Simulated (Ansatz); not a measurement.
## Hypothetical CdI2 type TeS2: uniaxial stress, 5 GPa compression along x

The reference is TeS2 in the CdI2 type structure (space group P-3m1, No. 164; a = 3.7440 Å, c = 5.4601 Å; a hypothetical phase, not in the database extracts checked; layered; relaxed with 0.1 eV smearing). Axes: x lies along a and z along c of the hexagonal cell.

Perturbation: uniaxial stress, 5 GPa compression along x, with the cell and atoms free to relax against it.

All numbers come from DFT with PBEsol-D3(BJ), PAW potentials and a 420 eV plane-wave cutoff in Ansatz (a program for electronic structure), spin-orbit coupling left out. Γ-centred 18×18×11 mesh, Fermi–Dirac width 0.1 eV.

The volume per atom drops by 0.527 Å³, from 22.09 Å³ to 21.57 Å³ and the space group becomes C2/m (No. 12) (base: P-3m1 (No. 164)). The energy rises by 16 meV/atom and the band gap stays zero. The strain response (xx, yy, zz) is (−4.86, +1.16, +1.44) % and the secant Young's modulus along x amounts to 100 GPa. The mean lateral Poisson ratio is 0.27.

Final structure:

```xyz
3
Lattice="3.5620 0.0000 0.0000 -1.7810 3.2801 -0.0477 0.0000 -0.0802 5.5389" Properties=species:S:1:pos:R:3 pbc="T T T"
Te     0.0000     0.0000     0.0000
S      0.0000     2.1671     1.5573
S      1.7810     1.0328     3.9340
```

Cost of the whole job for the changed cell (relaxation, final SCF and bands): roughly 4 core-minutes.

Spin-orbit coupling, missing from the scalar runs, can matter with Te. Beyond what the load breaks, stability against distortions was not tested. The final runs are not spin-polarised. Gaps under 0.05 eV, about the width of the smearing, are given as zero. The zero or small gap of TeS2 can change with the level of theory.
